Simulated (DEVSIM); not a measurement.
Structure: abrupt Ge n-p junction, at 300 K.

Layer 1 from the left is Ge, thickness (μm) 0.750, Nd (cm⁻³) 1.8e17, τn (s) 0.00012, τp (s) 0.00012. Layer 2 from the left is Ge, thickness (μm) 0.370, Na (cm⁻³) 1.5e17, τn (s) 0.00012, τp (s) 0.00012.

Left contact: ohmic. Right contact: ohmic. Voltage is applied to the left contact. Recombination: SRH at mid-gap, radiative, Auger. Mobility is constant in doping.

This is a model device: material constants are rounded textbook-type values typed into the input, and sizes, dopings and lifetimes were drawn at random. Values at 300 K.

Ge: gap (eV) 0.664, affinity (eV) 4, permittivity 16, Nc (cm⁻³) 1.04e19, Nv (cm⁻³) 6e18, μn (cm²/Vs) 3900, μp (cm²/Vs) 1900, B (cm³/s) 6.4e-14, Cn (cm⁶/s) 1e-31, Cp (cm⁶/s) 1e-31.

Problem. Estimate by hand the built-in potential, the peak field at zero bias, and compare with a numerical solution.

Solution. 
- Built-in potential: ni = √(Nc Nv) exp(−Eg/2kT) = 2.09e13 cm⁻³ with Eg = 0.664 eV; Vbi = kT/q ln(Na Nd/ni²) = 0.464 V; numerical 0.464 V.
- Peak field at zero bias: depletion approximation: W = √(2εVbi/(qN)) = 0.100 μm with N = 8.18e16 cm⁻³; field = 2Vbi/W = 92600 V/cm; numerical 87300 V/cm (estimate above by 6.1 %).

Simulated with DEVSIM: 1D drift-diffusion, Boltzmann statistics, complete ionisation; no tunnelling, impact ionisation, image-force lowering or self-heating.
